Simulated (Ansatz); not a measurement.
```
CELL_PARAMETERS angstrom
      4.08704     0.00000     0.00000
     -2.04352     3.53948     0.00000
      0.00000     0.00000     2.45844
ATOMIC_POSITIONS crystal
  Co 0.00000 0.00000 0.00000
  Si 0.33333 0.66667 0.50000
  Si 0.66667 0.33333 0.50000
```

The cell was generated from a structure type, relaxed within its symmetry, and need not be the phase found at ambient conditions.

**Question.** This cell was relaxed within its symmetry with LDA density-functional theory in Ansatz (plane waves, PAW). Can a quasi-harmonic thermal-expansion study be run on it?

**Answer.** No: one of the study's cells has modes far below zero and is most likely at no minimum at this level, though too few k-points were not ruled out (phonon / k mesh 3×3×4 / 9×9×16, smearing 0.15 eV). The program stopped with this message:

```
vibrations stand at or below zero in cell 6 (3.778 modes a cell, the lowest at -245.7 cm⁻¹): the crystal is at no minimum there, or its k-points are too few: type the crystal that it becomes, another pressure, or a denser kpoints.mp_grid, in a new run
```

Ansatz is an electronic-structure program.

Keys are those of Ansatz 0.2.
